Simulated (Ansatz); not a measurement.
What pressure 0.7 GPa does to SrTe

The parent structure is SrTe in the rock salt structure (space group Fm-3m, No. 225; a = 6.7190 Å).

Perturbation: a hydrostatic pressure of 0.7 GPa.

All numbers come from DFT with PBE, PAW potentials and a 420 eV plane-wave cutoff in Ansatz (a program for electronic structure), no spin-orbit coupling. k-mesh 9×9×9 (Γ-centred); smearing 0.05 eV (Fermi–Dirac).

```json
[
 {"quantity": "volume per atom", "base": "37.92 Å³", "changed": "37.13 Å³", "shift": "-0.785 Å³"},
 {"quantity": "density", "base": "4.71 g/cm³", "changed": "4.81 g/cm³", "shift": "+0.10 g/cm³"},
 {"quantity": "lattice parameter a", "base": "6.719 Å", "changed": "6.672 Å", "shift": "-0.047 Å"},
 {"quantity": "enthalpy H = E + PV relative to the base's energy", "base": "–", "changed": "+0.16 eV/atom", "shift": "–"},
 {"quantity": "band gap", "base": "1.78 eV", "changed": "1.73 eV", "shift": "-0.05 eV"},
 {"quantity": "gap character", "base": "indirect, Γ → X", "changed": "indirect, Γ → X", "shift": "–"},
 {"quantity": "smallest direct gap", "base": "2.50 eV", "changed": "2.46 eV", "shift": "-0.04 eV"},
 {"quantity": "mean gap deformation potential ΔEg/Δln V", "base": "–", "changed": "+2.5 eV", "shift": "–"},
 {"quantity": "electron mass", "base": "1.3 mₑ along k, 0.26 mₑ across (at X)", "changed": "1.3 mₑ along k, 0.26 mₑ across (at X)", "shift": "–"},
 {"quantity": "hole mass (degenerate bands, along [100])", "base": "0.16, 0.94, 0.94 mₑ (at Γ)", "changed": "0.15, 0.91, 0.91 mₑ (at Γ)", "shift": "–"},
 {"quantity": "valley order (the lowest conduction-band minima on the path, energy above the VBM, named in the base's zone)", "base": "X along ⟨100⟩ 1.78 eV; Γ 2.75 eV", "changed": "X along ⟨100⟩ 1.73 eV; Γ 2.84 eV", "shift": "–"}
]
```

Final structure:

```yaml
crystal:
  lattice:
    - [0.00000, 3.33617, 3.33617]
    - [3.33617, 0.00000, 3.33617]
    - [3.33617, 3.33617, 0.00000]
  atoms:
    - { symbol: Sr, position: [0.00000, 0.00000, 0.00000] }
    - { symbol: Te, position: [0.50000, 0.50000, 0.50000] }
```

Spin-orbit coupling, missing from the scalar runs, can matter with Te. Load acts through the strain it causes; cell and atoms are relaxed under it. Masses are band curvatures over ±0.01 Å⁻¹ around the edge. Along k means along the line from Γ to the band edge. Whether these cells are dynamically stable was not tested.
